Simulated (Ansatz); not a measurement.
The starting structures come from a database of crystals and need not be the phases stable at ambient conditions.

Tunnelling through a barrier is set by its complex band structure: the current falls as exp(−2κd) with the smallest κ.

Input:

```
CdSe
1.0
    4.25518     0.00000     0.00000
   -2.12759     3.68509     0.00000
    2.12759    -1.22836     3.54524
Cd Se
1 1
Direct
  0.00000   0.00000   0.00000
  0.75000   0.25000   0.75000
```

The cell is strained (lengths across the current scaled by 0.98, ions clamped); by r2SCAN it stands under a pressure of 2.1 GPa.

Transport runs along the normal of the first two printed cell vectors, the (111) (indices of the unstrained crystal) plane of the conventional cell.

The gap is the functional's own. No spin-orbit coupling. Mid-gap values are those at the computed energy nearest the middle.

Task: Predict the band gap and the smallest decay constant κ at mid-gap from r2SCAN (Ansatz, a quantum-chemistry and plane-wave program).

Result: Gap 1.10 eV on a 10×10×10 mesh; κ = 0.083 1/Å, at the zone centre.
